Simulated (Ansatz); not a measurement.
**What isotropic strain −2.57 % does to VO2**

Take VO₂ in the rutile structure (space group P4_2/mnm, No. 136; a = 4.584 Å, c = 2.839 Å; ferromagnetic) as the base.

Perturbation: every lattice vector is shortened by 2.57 %, atoms relaxed at fixed cell.

Computed with PBE/PAW in Ansatz (an electronic-structure program), scalar-relativistic without spin-orbit coupling. Γ-centred 10×10×16 mesh, Fermi–Dirac width 0.05 eV.

```tsv
quantity	base	changed	shift
volume per atom	9.94 Å³	9.19 Å³	-0.75 Å³
space group	P4_2/mnm (No. 136)	P4_2/mnm (No. 136)	–
shortest interatomic distance	1.922 Å	1.876 Å	-0.046 Å
energy relative to the base (free energy F)	0 meV/atom	+46 meV/atom	+46 meV/atom
pressure (mean of the normal stresses, compression positive)	0.0 GPa	21.4 GPa	+21.4 GPa
band gap	zero	zero	–
magnetic state	ferromagnetic	ferromagnetic	–
largest site moment	0.83 μB	0.78 μB	-0.05 μB
largest internal atomic displacement	–	0.019 Å	–
```

Cost of the whole job for the changed cell (relaxation, final SCF and bands): around 4 core-minutes (rough).

Other magnetic orders, which the real material may have, were not ruled out. Whether these cells are dynamically stable was not tested. No Hubbard U is applied, and correlation can decide whether such a compound is a metal.
